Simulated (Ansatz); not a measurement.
The parent structure is BeTe in the zinc blende structure (space group F-43m, No. 216; a = 5.604 Å). Axes: x, y, z lie along the cube axes.

All numbers come from PBEsol in Ansatz (plane waves to 420 eV, PAW, without spin-orbit coupling).

Base values:

```
Quantity               Value
-------------------  -------
Smallest direct gap  3.61 eV
```

Perturbation: biaxial strain −2.00 %, plane normal [001], relaxed out of plane (Cartesian); in-plane vectors clamped, the third vector and the atoms free.

Question: What does the calculation give for the out-of-plane strain and smallest direct gap after the change?

Answer: The out-of-plane strain comes out as +1.59 %; the smallest direct gap falls by 0.11 eV, from 3.61 eV to 3.50 eV.

Spin-orbit coupling, missing from the scalar runs, can matter with Te. Semilocal Kohn–Sham gaps tend to fall short of experiment. Whether these cells are dynamically stable was not tested.

Ansatz is a quantum-chemistry and plane-wave program.
